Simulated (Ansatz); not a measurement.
GaSb: response to strain and stress

Start from GaSb in the zinc blende structure (space group F-43m, No. 216; a = 6.1324 Å). Axes: x, y, z lie along the cube axes.

Strains are applied to the cell and any free atomic positions relax; under biaxial strain the out-of-plane vector relaxes too; under stress the whole cell relaxes.

Level of theory: r2SCAN (Ansatz, a first-principles code; PAW; 500 eV plane waves; scalar-relativistic without spin-orbit coupling).

Candidates:
(a) uniaxial stress, 2 GPa compression along x
(b) biaxial strain −2.16 %, plane normal [001], relaxed out of plane
(c) uniaxial strain ε_zz = −1.25 %

Notes on the quantities. energy relative to the base: free energy F.

**Question.** Order them by energy relative to the base, lowest first.

**Answer.** (c) uniaxial strain ε_zz = −1.25 % (+1.2 meV/atom), (a) uniaxial stress, 2 GPa compression along x (+6.0 meV/atom), (b) biaxial strain −2.16 %, plane normal [001], relaxed out of plane (+8.1 meV/atom)

Stability under load was not tested beyond the relaxation.
